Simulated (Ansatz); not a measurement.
Start from GaP in the zinc blende structure (space group F-43m, No. 216).

```
CELL_PARAMETERS angstrom
      0.00000     2.71928     2.71928
      2.71928     0.00000     2.71928
      2.71928     2.71928     0.00000
ATOMIC_POSITIONS crystal
  Ga 0.00000 0.00000 0.00000
  P  0.25000 0.25000 0.25000
```

Cartesian axes are those of the cell as printed.

Calculations: plane-wave PAW DFT at the PBEsol level (Ansatz, a program for electronic structure, 420 eV), no SOC.

For the base:

```
Quantity     Value
--------  --------
Pressure  0.00 GPa
```

Perturbation: biaxial strain +0.50 %, plane normal [001], relaxed out of plane (Cartesian); in-plane vectors clamped, the third vector and the atoms free.

Problem. Estimate the effect on the energy relative to the base.

Solution. The energy goes up by 0.4 meV/atom.

Problem. Estimate the effect on the pressure.

Solution. The pressure (mean of the normal stresses, compression positive) goes from zero to -0.46 GPa.

Problem. What happens to the out-of-plane strain?

Solution. The out-of-plane strain comes out as -0.45 %.

Stability against distortions was not tested.
